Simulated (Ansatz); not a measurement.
The reference is LuAgSe₂ (space group R-3m, No. 166; a hypothetical phase, not in the database extracts checked).

```
CELL_PARAMETERS angstrom
      2.01757     1.16484     6.32705
     -2.01757     1.16484     6.32705
      0.00000    -2.32968     6.32705
ATOMIC_POSITIONS crystal
  Lu 0.00000 0.00000 0.00000
  Ag 0.50000 0.50000 0.50000
  Se 0.25143 0.25143 0.25143
  Se 0.74857 0.74857 0.74857
```

Cartesian axes are those of the cell as printed.

Level of theory: PBEsol (Ansatz, a program for electronic structure), no spin-orbit coupling.

The change: a pure shear with ε_xy = ε_yx = 0.0222; the atoms relax in the strained cell.

**Question.** Predict the stress tensor and what it implies for the stiffness.

**Answer.** Stress of the strained cell less that of the base (GPa, compression positive):
```
   0.05   -1.59   -0.20
  -1.59    0.17   -0.01
  -0.20   -0.01    0.08
```

Then −Δσ/γ with γ = 2ε = 0.0444 gives secant stiffness values (nonlinear terms included at this strain): C66 ≈ 36 GPa.

As a check, the harmonic strain energy −½ V₀ Δσ:ε is 4.9 meV/atom; the computed energy rise is 4.9 meV/atom.

No phonon test of stability was made.
